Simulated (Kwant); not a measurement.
System: circular cavity between two wires in a GaAs two-dimensional gas. Effective mass 0.067 mₑ, grid spacing 12 nm, hard walls, nominal width 150 nm (13 grid rows, so walls 168 nm apart), one parabolic valley, scattering region 1000 nm long along x; energies count from the band bottom; Fermi energy swept from 0.00019955 to 0.0029933 eV. Cavity of radius 180 nm, straight part 0 nm, centre moved sideways by 0 nm.

Constants are typed, rounded textbook-type inputs, not results; the design itself was drawn at random and stands for no fabricated device.

Computed with Kwant: effective-mass tight-binding model on a square grid, one spin, coherent transport at 0 K. Conductance is in e²/h.

Task: How many channels do the leads carry at E = 1.49, 2.43, 2.83 meV?

Result: The hard-wall thresholds are n² ħ²π²/(2mW²) = n² × 0.199 meV with W = 168 nm. √(1.49/0.199) = 2.74, so 2. √(2.43/0.199) = 3.50, so 3. √(2.83/0.199) = 3.77, so 3.
